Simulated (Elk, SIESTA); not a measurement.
A SIESTA input for a self-consistent single point of GaN (P6_3mc, 4 atoms in the cell) (DFT, GGA PBE, numerical atomic orbitals DZP, PseudoDojo PBE standard norm-conserving potentials (rewritten from UPF to PSML)):

```
# files in the folder: Ga.psml N.psml (PseudoDojo PBE standard)
SystemName  GaN
SystemLabel GaN

NumberOfAtoms                4
NumberOfSpecies              2
%block ChemicalSpeciesLabel
  1 31 Ga
  2 7 N
%endblock ChemicalSpeciesLabel
LatticeConstant              1.0 Bohr
%block LatticeVectors
     5.810597918    0.000000000    0.000000000
    -2.905298959    5.032125241    0.000000000
     0.000000000    0.000000000    9.461080139
%endblock LatticeVectors
AtomicCoordinatesFormat      Ang
%block AtomicCoordinatesAndAtomicSpecies
     1.537419537    0.887627779    2.498687939  1
    -0.000001537    1.775258221    5.001981939  1
     1.537419537    0.887627779    4.385370561  2
    -0.000001537    1.775258221    1.882076561  2
%endblock AtomicCoordinatesAndAtomicSpecies

XC.functional                GGA
XC.authors                   PBE
PAO.BasisSize                DZP
PAO.EnergyShift              0.01 Ry
MeshCutoff                   400 Ry
%block kgrid.MonkhorstPack
    6   0   0  0.0
    0   6   0  0.0
    0   0   4  0.0
%endblock kgrid.MonkhorstPack
OccupationFunction           FD
ElectronicTemperature        580.23 K

MaxSCFIterations             150
SCF.Mixer.Method             Pulay
SCF.Mixer.Weight             0.2
SCF.Mixer.History            8
SCF.DM.Tolerance             1.0E-05
Diag.ParallelOverK           true
WriteForces                  true
Charge.Mulliken              end
```

Q: Write the same calculation as an input for Elk.

A: One input that does it (others would too):

```
tasks
  0

xctype
  20

rgkmax
  8.0

gmaxvr
  14.0

nxoapwlo
  1

rmtscf
  0.8

stype
  3

swidth
  0.00183747

scale
  1.889726125

avec
    3.0748359489    0.0000000119    0.0000000000
   -1.5374179847    2.6628860383    0.0000000000
    0.0000000000    0.0000000000    5.0065880000

atoms
  2   : nspecies
  'Ga.in'   : spfname
  2   : natoms; atposl, bfcmt below
  0.6666666667  0.3333333333  0.4990800000    0.0 0.0 0.0
  0.3333333333  0.6666666667  0.9990800000    0.0 0.0 0.0
  'N.in'   : spfname
  2   : natoms; atposl, bfcmt below
  0.6666666667  0.3333333333  0.8759200000    0.0 0.0 0.0
  0.3333333333  0.6666666667  0.3759200000    0.0 0.0 0.0

ngridk
  6 6 4
```

Basis settings and potentials, where a program has them, do not carry over. This input uses DFT, PBE, all-electron FP-LAPW, Elk's shipped species files, LAPW+lo basis.

The starting cell comes from a database of computed structures (which also holds hypothetical and non-ambient phases and stackings), without a prior relaxation at this level. Its lattice was rescaled by a random factor within 2.5 % of one. For this run, on top of that: lattice scaled by 0.98.
